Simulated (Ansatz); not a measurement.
BN (model structure, started from the HgO type, P6/mmm, No. 191, 6 atoms in the cell) was calculated with r²SCAN (Ansatz, a program for electronic structure, PAW).

Run with plane-wave cutoff 560 eV, 12×12×6 k mesh (along the axes of the cell as run), Fermi–Dirac smearing 0.01 eV, scalar-relativistic PAW data made under PBE.

Cell (relaxed at this level):

Space group P6/mmm (No. 191); a = 3.897 Å, b = 3.897 Å, c = 2.607 Å, α = 90.00°, β = 90.00°, γ = 120.00°

```
atom  site  symmetry       x       y       z
----  ----  --------  ------  ------  ------
B       1b     6/mmm  0.0000  0.0000  0.5000
N       1a     6/mmm  0.0000  0.0000  0.0000
```
(The calculation used a cell of 6 atoms; values per cell refer to that cell.)

### Question
Predict the band gap, smallest direct gap on the k points sampled and Γ–Γ gap.

### Answer

- band gap: 3.33 eV (indirect)
- smallest direct gap on the k points sampled: 3.47 eV
- Γ–Γ gap: 5.67 eV

Note: the relaxation could raise the start's symmetry but not lower it, so the cell can be a saddle point; the cell has widely spaced layers and the level no dispersion term, so their spacing and the moduli can rest on weak binding.

The computed numbers hold no vibrational or temperature effects.

A model structure was made by putting elements into a prototype or built by hand; it is no filed structure, need not be a known phase, and can be a saddle point held by its symmetry.
